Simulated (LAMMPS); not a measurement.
MD from the melt across the composition of Ni (fcc) with a share x of Ni sites Pt; each row has its own temperature.

All values are model results, not measurements: classical MD, pair style eam, the elements' _u3.eam files (universal-3 set of Foiles, Baskes and Daw) (LAMMPS).

| x | volume | state | enthalpy | self-diffusion coefficient of Ni (not corrected for cell size) | T (K) |
|---|---|---|---|---|---|
| 0.25 | 13.937 ± 0.002 Å³/atom | liquid | -4.1150 ± 0.0006 eV/atom | (5.66 ± 0.08) × 10^-5 cm²/s | 2080 |
| 0.5 | 14.790 ± 0.002 Å³/atom | liquid | -4.4721 ± 0.0003 eV/atom | (5.8 ± 0.1) × 10^-5 cm²/s | 2170 |
| 0.75 | 15.745 ± 0.002 Å³/atom | liquid | -4.7393 ± 0.0004 eV/atom | (6.0 ± 0.2) × 10^-5 cm²/s | 2260 |

Caution: a run this short can hold a crystal over, or a liquid under, the potential's own melting point, which these runs don't give.

States go by the mean squared displacement: a species diffuses where it passes 1.5 Å², still rises and gives D over 1e-6 cm²/s; a crystal has left its structure where atoms lie 0.35 Å off their sites on average or a cubic box changes its shape by 3 %, or the axial ratios of another lie 8 % off the starting cell's, which the potential's own relaxation can also do.

Errors of D are the spread over four groups of atoms in one short run; a floor of about 5 %, a picked value, is safer.

The ± values are statistical; the model's systematic error is not in them.
